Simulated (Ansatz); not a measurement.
A relaxation of cell and atoms of InSe (P-6m2, 8 atoms in the cell) with Ansatz (a quantum-chemistry and plane-wave program).

Method of the run: LDA (PW92), default PAW files made with PBE (plane waves; Ansatz).

The change in words: atoms on their sites; basis.ecutwfc: 420 eV → 355 eV; relax: default → cell and atoms. Reference geometry:
```
InSe
1.0
    4.06757     0.00000     0.00000
   -2.03378     3.52262     0.00000
    0.00000     0.00000    18.14232
In Se
4 4
Direct
  0.00000   0.00000   0.58015
  0.00000   0.00000   0.42261
  0.33333   0.66667   0.92261
  0.33333   0.66667   0.07739
  0.66667   0.33333   0.85300
  0.66667   0.33333   0.14700
  0.33333   0.66667   0.64702
  0.33333   0.66667   0.35298
```

Reference input (self-consistent single point, DFT, LDA (PW92), plane waves, default PAW files made with PBE): basis.ecutwfc = 420 eV; kpoints.mp_grid.grid = 4 4 1; hamiltonian.xc = lda; hamiltonian.pseudopotentials = {kind: paw} (the program's default PAW files); scf.occupations.method = fixed. This run's input differs from it in these lines:

Ansatz 0.2 input:
```diff
@@ -6,3 +6,3 @@
   atoms:
-    - { symbol: In, position_ang: [0.000000, 0.000000, 10.525194] }
+    - { symbol: In, position_ang: [0.000000, 0.000000, 10.475194] }
     - { symbol: In, position_ang: [0.000000, 0.000000, 7.667126] }
@@ -15,3 +15,3 @@
 basis:
-  ecutwfc: 420.0
+  ecutwfc: 355.0
 kpoints:
@@ -26,2 +26,4 @@
     method: fixed
+relax:
+  cell: {}
 output:
```

The program printed (abridged):

```
   [... SCF lines of the steps left out ...]
relax step   1: F+E_penalty+E_count = -43365.03474339 eV  Δ(F+E_penalty+E_count) = +0.000e0 eV  max|allowed force component| = 2.569e-1 eV/Å  Δτ_max = 0.0000 Å  P = -2.625 GPa  Ω = 259.952 Å³  (7 SCF iters, dr2 threshold 1.00e-7 eV, accepted)
relax step   2: F+E_penalty+E_count = -43365.06560688 eV  Δ(F+E_penalty+E_count) = -3.086e-2 eV  max|allowed force component| = 5.090e-1 eV/Å  Δτ_max = 0.0353 Å  P = +2.801 GPa  Ω = 229.815 Å³  energy of the carried Pulay correction = +1.872e-2 eV  [...]
   [... lines left out ...]
relax step   4: F+E_penalty+E_count = -43365.32439363 eV  Δ(F+E_penalty+E_count) = -7.003e-2 eV  max|allowed force component| = 6.992e-2 eV/Å  Δτ_max = 0.1221 Å  P = +0.059 GPa  Ω = 223.440 Å³  energy of the carried Pulay correction = +2.298e-2 eV  [...]
relax step   5: F+E_penalty+E_count = -43365.32760091 eV  Δ(F+E_penalty+E_count) = -3.207e-3 eV  max|allowed force component| = 2.582e-2 eV/Å  Δτ_max = 0.0612 Å  P = +0.226 GPa  Ω = 219.366 Å³  energy of the carried Pulay correction = +2.577e-2 eV  [...]
density extrapolation: transplant  |δρ|_rms = 2.724e-2 e/Å³  SAD shift = 2.049e-1 e/Å³
Crystal: 8 atoms, lattice volume = 223.588 Å³
Basis set: ecut = 355 eV, 3397 PW (Γ)
iter 1 solved again at ethr=2.90e-5 eV; its pass at ethr=3.10e-3 eV (dr2=3.37e-2 eV) is discarded
   [... lines left out ...]
Free energy (F): -43365.327601 eV
Fermi energy:    8.001773 eV
   [... lines left out ...]
Error: did not converge after 100 iterations: dr2 = 1.14e-4 (threshold 2.64e-7), under the density mixer `msr1`, which `scf.mixing.algorithm: auto` chose by the deck's other keys (type `scf.mixing.algorithm: msr1` to keep it); at k-index 0, counted from 0 in this SCF's own list of k-points, the highest band that the last eigensolve's fill by count filled, 7.743158 eV, and the lowest that it left empty, 7.743263 eV, lay 1.054e-4 eV apart, the closest at any k-point: where those lie closer than the levels still move from one iteration to the next, and no symmetry of the run holds them equal, such a fill need not settle, and opposed starting moments at zero total moment, or else a [...]
```

The relaxation ended unconverged. 

The starting cell comes from a database of computed structures (which also holds hypothetical and non-ambient phases and stackings), without a prior relaxation at this level. Its lattice was rescaled by up to half a per cent. The cutoff lies below the one recommended for these files.

Cost on one core of a shared machine: roughly 40 s.
